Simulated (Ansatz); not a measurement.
```
CELL_PARAMETERS angstrom
     34.00000     0.00000     0.00000
      0.00000    34.00000     0.00000
      0.00000     0.00000     3.30173
ATOMIC_POSITIONS crystal
  P  0.84106 0.51597 0.00000
  P  0.83606 0.56032 0.50000
  P  0.77029 0.57185 0.50000
  P  0.75612 0.61235 0.00000
  P  0.80035 0.66237 0.00000
  P  0.77661 0.70015 0.50000
  P  0.71235 0.68201 0.50000
  P  0.68201 0.71235 0.00000
  P  0.70015 0.77661 0.00000
  P  0.66237 0.80035 0.50000
  P  0.61235 0.75612 0.50000
  P  0.57185 0.77029 0.00000
  P  0.56032 0.83606 0.00000
  P  0.51597 0.84106 0.50000
  P  0.49010 0.77950 0.50000
  P  0.44746 0.77470 0.00000
  P  0.40853 0.82895 0.00000
  P  0.36641 0.81421 0.50000
  P  0.36981 0.74752 0.50000
  P  0.33348 0.72470 0.00000
  P  0.27487 0.75669 0.00000
  P  0.24331 0.72513 0.50000
  P  0.27530 0.66652 0.50000
  P  0.25248 0.63019 0.00000
  P  0.18579 0.63359 0.00000
  P  0.17105 0.59147 0.50000
  P  0.22530 0.55254 0.50000
  P  0.22050 0.50990 0.00000
  P  0.15894 0.48403 0.00000
  P  0.16394 0.43968 0.50000
  P  0.22971 0.42815 0.50000
  P  0.24388 0.38765 0.00000
  P  0.19965 0.33763 0.00000
  P  0.22339 0.29985 0.50000
  P  0.28765 0.31799 0.50000
  P  0.31799 0.28765 0.00000
  P  0.29985 0.22339 0.00000
  P  0.33763 0.19965 0.50000
  P  0.38765 0.24388 0.50000
  P  0.42815 0.22971 0.00000
  P  0.43968 0.16394 0.00000
  P  0.48403 0.15894 0.50000
  P  0.50990 0.22050 0.50000
  P  0.55254 0.22530 0.00000
  P  0.59147 0.17105 0.00000
  P  0.63359 0.18579 0.50000
  P  0.63019 0.25248 0.50000
  P  0.66652 0.27530 0.00000
  P  0.72513 0.24331 0.00000
  P  0.75669 0.27487 0.50000
  P  0.72470 0.33348 0.50000
  P  0.74752 0.36981 0.00000
  P  0.81421 0.36641 0.00000
  P  0.82895 0.40853 0.50000
  P  0.77470 0.44746 0.50000
  P  0.77950 0.49010 0.00000
```

Levels: PBE (plane waves to 420 eV, PAW; Ansatz, a quantum-chemistry and plane-wave program); r2SCAN (plane waves to 500 eV, PAW; Ansatz); HSE06 (Ansatz). Unmarked values and the geometry are of the first. Mesh 1×1×10. No spin polarisation. Isolated but for its images some 11 Å away. A model structure. Symmetry and one short period hold its shape; lower forms weren't sought. HSE06 ran on a 1×1×6 mesh and at PBE's edge points. Buckling under compression is shut out by symmetry and the short period.

Say what this body is, and give its properties.

(14,0) black phosphorus nanotube. A hypothetical model, rolled from the flat sheet.
| Item | Value |
|---|---|
| mean diameter | 21.12 Å |
| radii of the innermost and outermost atoms | 9.51 and 11.61 Å |
| energy over the flat sheet | +25 meV/atom |
| PBE gap | 0.66 eV, nearly direct, from k = 0.031 × 2π/c to Γ |
| electron mass along the axis (PBE) | 1.3 mₑ |
| hole mass along the axis (PBE) | 6.1 mₑ |
| valence and conduction edges under the vacuum level (PBE) | 4.79 and 4.13 eV |
| r2SCAN gap at this geometry | 0.80 eV |
| HSE06 gap at this geometry | 1.27 eV |
| axial stiffness dF/dε | 581 nN |
